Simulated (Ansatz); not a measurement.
Band structure of BN (P6_3mc, 4 atoms in the cell).

```
CELL_PARAMETERS angstrom
      2.51308     0.00000     0.00000
     -1.25654     2.17639     0.00000
      0.00000     0.00000     4.15922
ATOMIC_POSITIONS crystal
  B  0.66667 0.33333 0.99972
  B  0.33333 0.66667 0.49972
  N  0.66667 0.33333 0.62528
  N  0.33333 0.66667 0.12528
```

Method: PBE, PAW files (plane waves; Ansatz, a first-principles code).

Settings: kpoints.mp_grid.grid = 10 10 6; hamiltonian.xc = pbe; hamiltonian.pseudopotentials = {kind: paw} (the program's default PAW files); scf.occupations.method = fermi_dirac; scf.occupations.width = 0.05 eV; kpoints.band_path.npoints = 8.

The starting cell comes from a database of computed structures (which also holds hypothetical and non-ambient phases and stackings), without a prior relaxation at this level. Its lattice was rescaled by a random factor within 2.5 % of one.

Predict the gap along the standard path and the places of the band edges.

The gap along the path is 5.13 eV, from Γ to K; the smallest direct gap on it is 8.47 eV.

Levels in eV from the top of the valence band on the path, bands 5 to 11:
| point | 5 | 6 | 7 | 8 | 9 | 10 | 11 |
|---|---|---|---|---|---|---|---|
| Γ | -2.21 | -0.29 | 0.00 | 0.00 | 8.54 | 8.54 | 8.81 |
| M | -7.14 | -5.18 | -4.61 | -2.20 | 6.86 | 8.09 | 10.82 |
| K | -7.38 | -5.67 | -5.62 | -5.62 | 5.13 | 13.92 | 13.92 |
| A | -1.22 | -1.22 | -1.22 | -1.22 | 9.85 | 9.85 | 10.14 |
| L | -3.92 | -3.92 | -3.71 | -3.71 | 6.73 | 6.73 | 10.30 |
| H | -8.06 | -8.06 | -3.16 | -3.16 | 9.61 | 9.61 | 10.33 |

Keys are those of Ansatz 0.2.
